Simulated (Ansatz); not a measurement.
GaN under a change: tensor shear ε_xy = −2.34 %

Base system: GaN in the wurtzite structure (space group P6_3mc, No. 186; a = 3.1831 Å, c = 5.1836 Å). Axes: x lies along a and z along c of the hexagonal cell.

The change: a pure shear with ε_xy = ε_yx = -0.0234; the atoms relax in the strained cell.

Calculations: Ansatz (a first-principles code), r2SCAN, PAW, cutoff 500 eV, no spin-orbit coupling. k-mesh 12×12×7 (Γ-centred); smearing 0.05 eV (Fermi–Dirac).

| quantity | base | changed | shift |
|---|---|---|---|
| volume per atom | 11.37 Å³ | 11.37 Å³ | -0.006 Å³ |
| space group | P6_3mc (No. 186) | P2_1 (No. 4) | – |
| shortest interatomic distance | 194.6 pm | 193.8 pm | -0.8 pm |
| energy relative to the base (free energy F) | 0 meV/atom | +8.9 meV/atom | +8.9 meV/atom |
| band gap | 2.35 eV | 2.20 eV | -0.155 eV |
| gap character | direct at Γ | direct at Γ | – |
| electron mass | 0.17 mₑ along c, 0.19 mₑ across (at Γ) | 0.17 mₑ along z, 0.19 mₑ across (at Γ) | – |
| valence-band top at Γ (three highest levels, from the VBM) | 0.00, 0.00, -0.04 eV | 0.00, -0.18, -0.27 eV | – |
| largest internal atomic displacement | – | 0.025 Å | – |
| stress (xx, yy, zz, yz, xz, xy; compression positive) | – | (-0.20, 0.33, -0.10, 0.00, 0.00, 5.39) GPa | – |

Masses are band curvatures over ±0.01 Å⁻¹ around the edge. Whether these cells are dynamically stable was not tested. k-point labels follow each cell's own Brillouin zone.
